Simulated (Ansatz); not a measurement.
Start from TeO2 in the fluorite structure (space group Fm-3m, No. 225; a = 5.3234 Å; a hypothetical phase, not in the database extracts checked).

Perturbation: a hydrostatic pressure of 45 GPa.

Levels (all Ansatz, a quantum-chemistry and plane-wave program, PAW, earlier PAW set): PBEsol (420 eV, scalar-relativistic without spin-orbit coupling); r2SCAN (500 eV, spin-orbit coupling left out); HSE06 (420 eV, scalar-relativistic without spin-orbit coupling); PBEsol+SOC (420 eV, noncollinear with spin-orbit coupling); HSE06+SOC (420 eV, with spin-orbit coupling).

One geometry, relaxed with PBEsol, under each level:

| level | band gap | lowest conduction level above the VBM at special points | electron mass | hole mass | pressure |
|---|---|---|---|---|---|
| PBEsol | 0.45 eV | Γ 1.31 eV; X 1.70 eV; K 3.60 eV; U 3.60 eV | 0.57 mₑ along k, 0.27 mₑ across (off the special points) | 0.73 mₑ along k, 1.1 mₑ across (at L) | 45.00 GPa |
| r2SCAN | 0.74 eV | Γ 1.59 eV; X 2.02 eV; K 3.93 eV; U 3.93 eV | 0.55 mₑ along k, 0.26 mₑ across (off the special points) | 0.69 mₑ along k, 1.1 mₑ across (at L) | 47.97 GPa |
| HSE06 | … | … | – | – | – |
| PBEsol+SOC | 0.38 eV | Γ 0.74 eV; X 1.63 eV; K 3.48 eV; U 3.48 eV | 0.62 mₑ along k, 0.28 mₑ across (off the special points) | 0.73 mₑ along k, 1.1 mₑ across (at L) | 45.25 GPa |
| HSE06+SOC | 1.29 eV | Γ 1.61 eV; X 2.61 eV; K 4.54 eV | – | – | – |

### Question
Give the withheld HSE06 results.

### Answer

- HSE06, band gap: 1.36 eV
- HSE06, lowest conduction level above the VBM at special points: Γ 2.23 eV; X 2.68 eV; K 4.67 eV

Single points use the geometry relaxed with PBEsol. Their cutoffs differ, which shifts pressures a little. HSE06 was sampled on its mesh, a few special points and the semilocal edge points, so its gap is an upper bound. The spin-orbit shifts are approximate. Spin-orbit coupling, missing from the scalar runs, can matter with Te. Load acts through the strain it causes; cell and atoms are relaxed under it. Masses are band curvatures over ±0.01 Å⁻¹ around the edge. Along k means along the line from Γ to the band edge. Whether these cells are dynamically stable was not tested. No other phases were tried under pressure.
